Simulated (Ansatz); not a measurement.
Consider TaSi₂ (space group P6_222, No. 180; a = 4.803 Å, c = 6.603 Å). Axes: x lies along a and z along c of the hexagonal cell.

Calculations: PBE, PAW, 420 eV (Ansatz, an electronic-structure program; no SOC).

Base values:

Volume per atom: 14.66 Å³
Pressure: 0.0 GPa

Now apply this change: compressive biaxial strain of 1.10 % in the plane normal to [001], as in epitaxy on a mismatched substrate; the out-of-plane cell vector and the atoms relax.

**Question.** How does this affect the volume per atom?

**Answer.** The volume per atom decreases by 0.26 Å³ to 14.40 Å³.

**Question.** Predict the new pressure.

**Answer.** The pressure (mean of the normal stresses, compression positive) goes from zero to 3.1 GPa.

Without a gap, meshes like the base's 11×11×7 leave anisotropic stresses uncertain by several tenths of a GPa, and small strain energies with them. No phonon test of stability was made. All final runs are without spin polarisation. An odd electron count without spin: TaSi2.
